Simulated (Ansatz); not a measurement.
Start from HfS₂ in the CdI2 type structure (space group P-3m1, No. 164; a = 3.547 Å, c = 5.577 Å; layered, stacked along the Cartesian z axis).

Level of theory: PBEsol-D3(BJ) (Ansatz, a quantum-chemistry and plane-wave program, PAW, without spin-orbit coupling).

One change was made to it. Results:

| quantity | base | after |
|---|---|---|
| shortest interatomic distance | 2.516 Å | 2.500 Å |
| mean gap deformation potential ΔEg/Δln V | – | +5.9 eV |
| width of the top valence band | 2.39 eV | 2.67 eV |

Name the change that was made.
A) pressure 3 GPa
B) pressure 0.7 GPa
C) pressure −1 GPa

A, pressure 3 GPa. For comparison, the shortest interatomic distance in the other runs: pressure 0.7 GPa gives 2.512 Å; pressure −1 GPa gives 2.522 Å.

Spin-orbit coupling, missing from the scalar runs, can matter with Hf. Load acts through the strain it causes; cell and atoms are relaxed under it. No phonon test of stability was made.
